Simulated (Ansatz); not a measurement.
Consider the following.

```
CdTe
1.0
    0.00000     3.37118     3.37118
    3.37118     0.00000     3.37118
    3.37118     3.37118     0.00000
Te Cd
1 1
Cartesian
  5.05678   5.05678   5.05678
  0.00000   0.00000   0.00000
```

No spin polarisation.

The values are results of DFT with PBE, PAW potentials and a 420 eV plane-wave cutoff in Ansatz (an electronic-structure program), no spin-orbit coupling, earlier PAW set, not measurements. k-mesh 9×9×9 (Γ-centred); smearing 0.05 eV (Fermi–Dirac).

Question: Predict the width of the top valence band.

Answer: 1.74 eV.

Question: Predict the pressure.

Answer: -1.71 GPa.

With Te present, leaving out spin-orbit coupling can change the band edges. The levels and masses belong to the bands next to the band gap. The cells carry an imposed strain or load. No phonon test of stability was made. The cell was made from CdTe in the zinc blende structure (space group F-43m, No. 216) by this change: isotropic strain +1.87 %.
